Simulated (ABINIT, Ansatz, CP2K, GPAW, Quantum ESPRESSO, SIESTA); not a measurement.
## One structure in several programs: SiSnPt5 (P4/mmm, 7 atoms in the cell)

Self-consistent single point.

```
SiSnPt5
1.0
    4.04672     0.00000     0.00000
    0.00000     4.04672     0.00000
    0.00000     0.00000     7.15583
Si Sn Pt
1 1 5
Direct
  0.00000   0.00000   0.50000
  0.50000   0.50000   0.00000
  0.00000   0.50000   0.29555
  0.00000   0.50000   0.70445
  0.50000   0.00000   0.29555
  0.50000   0.00000   0.70445
  0.00000   0.00000   0.00000
```

Shared settings, as Ansatz (a program for electronic structure) writes them: kpoints.mp_grid.grid = 5 5 3; scf.occupations.method = fermi_dirac; scf.occupations.width = 0.05 eV. Potentials and cutoffs stand in the table.

```tsv
code	model	pressure (GPa)	largest force (eV/Å)	cutoff
SIESTA	GGA PBEsol, numerical atomic orbitals DZP, PseudoDojo PBEsol standard norm-conserving potentials (rewritten from UPF to PSML)	-13.03	0.015	grid 300 Ry
GPAW	PBEsol, GPAW PAW datasets PBEsol (made by gpaw-setup)	-12.01	0.034	600 eV
Quantum ESPRESSO	PBEsol, SSSP 1.1.2 efficiency (PBE) pseudopotentials	-12.35	0.020	50 Ry
ABINIT	PBEsol, norm-conserving pseudopotentials (PseudoDojo nc-sr-04 PBEsol standard)	-12.47	0.021	84 Ry
CP2K	PBEsol, GPW, DZVP-MOLOPT-SR-GTH basis, GTH-PBE potentials (GTH_POTENTIALS)	-9.48	0.129	grid 500 Ry
Ansatz	PBEsol, PAW files made with PBE	-12.33	0.020	420 eV
```

On Ansatz's run: spin-orbit coupling is off. Spin polarisation is off.

The spread over the programs that give each value: pressure within 3.55 GPa; largest force within 0.114 eV/Å.

SIESTA and CP2K use small atom-centred bases, whose incompleteness enters pressures, forces and empty levels differently from a plane-wave cutoff. Ansatz's pressure is given at a fixed set of plane waves, as the other plane-wave codes print theirs; with its correction for the finite basis it is -12.28 GPa. In the pressure, CP2K (by 2.86) lies more than 1 GPa from the median of the plane-wave programs. In the force vectors, CP2K (by 0.108) lies more than 0.08 eV/Å from the median of the plane-wave programs.

The starting cell comes from a database of computed structures (which also holds hypothetical and non-ambient phases and stackings), without a prior relaxation at this level. Its lattice was rescaled by a random factor within 2.5 % of one.

Left out of this page: Elk and FLEUR (not drawn, or without a comparable value).

Keys are those of Ansatz 0.2.
